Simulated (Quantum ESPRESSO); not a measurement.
**Habitual settings against a tight run: GeSb2Te4 (R-3m, 7 atoms in the cell)**

Self-consistent single point.

```
Ge(SbTe2)2
1.0
    2.08355     1.20294    13.56501
   -2.08355     1.20294    13.56501
    0.00000    -2.40587    13.56501
Ge Sb Te
1 2 4
Direct
  0.00000   0.00000   0.00000
  0.42730   0.42730   0.42730
  0.57270   0.57270   0.57270
  0.13270   0.13270   0.13270
  0.86730   0.86730   0.86730
  0.28980   0.28980   0.28980
  0.71020   0.71020   0.71020
```

Level of theory: PBE, PSlibrary PAW (PBE) pseudopotentials (plane waves; Quantum ESPRESSO).

Base settings: ecutwfc = 40 Ry; ecutrho = 240 Ry; occupations = smearing; smearing = fd; degauss = 0.0073499 Ry; K_POINTS = automatic 4 4 4 0 0 0; conv_thr = 1e-09 Ry; mixing_beta = 0.5.

Tight run (finer mesh or higher cutoff; not a proven limit): ecutwfc: 40 Ry → 56 Ry; ecutrho: 240 Ry → 336 Ry; conv_thr: 1e-09 Ry → 7.3e-11 Ry; K_POINTS: automatic 4 4 4 0 0 0 → automatic 6 6 6 0 0 0. It gave Fermi level (on the code's own zero) 7.27 eV; pressure 5.26 GPa; largest force (vector length) 1.267 eV/Å.

Quick runs, as changes from the base:
- A: ecutwfc: 40 Ry → 32 Ry; ecutrho: 240 Ry → 192 Ry; conv_thr: 1e-09 Ry → 7.3e-06 Ry; K_POINTS: automatic 4 4 4 0 0 0 → automatic 6 6 6 0 0 0
- B: ecutwfc: 40 Ry → 24 Ry; ecutrho: 240 Ry → 144 Ry; K_POINTS: automatic 4 4 4 0 0 0 → automatic 3 3 3 1 1 1
- C: ecutwfc: 40 Ry → 24 Ry; ecutrho: 240 Ry → 144 Ry; degauss: 0.0073499 Ry → 0.019992 Ry; K_POINTS: automatic 4 4 4 0 0 0 → automatic 1 1 1 0 0 0

Energies are extrapolated to zero smearing width, which holds to low order in the width alone (under cold and Methfessel-Paxton smearing the free energy itself is taken).

The count of work is k-points × plane waves × bands × iterations; it is no time. Core times come from one kind of shared machine and are given to one figure; runs under 30 s give none.

The starting cell was generated: these elements placed on a structure prototype, without a prior relaxation; it need not be a known phase or ordering of this composition. Its lattice was rescaled by a random factor within 2.5 % of one. In the base run, with a pressure of about 5 GPa the cell is away from its equilibrium volume at this level. In the base run, forces exceed 1 eV/Å. The run gives no clean gap (levels at the Fermi energy touch, overlap or are partly filled at this smearing), which alone does not show that the compound is a metal. Without a gap this mesh is coarse (it stands for a supercell whose shortest vector is 17 Å).

| run | energy less tight (meV/atom) | pressure less tight (GPa) | largest miss in a force vector (eV/Å) | count of work / tight | core time / tight (rough) |
|---|---|---|---|---|---|
| A | 0.9 | -0.03 | 0.006 | 0.25 | 0.2 |
| B | 9.9 | 0.13 | 0.532 | 0.049 | 0.04 |
| C | 4421.9 | 36.70 | 1.653 | 0.012 | 0.03 |

Among the runs at the tight run's level, the energy misses run from 0.9 to 4421.9 meV/atom.

Left out of this page: 2 runs of the series outside the window shown, repeating another row's setting, or not comparable.
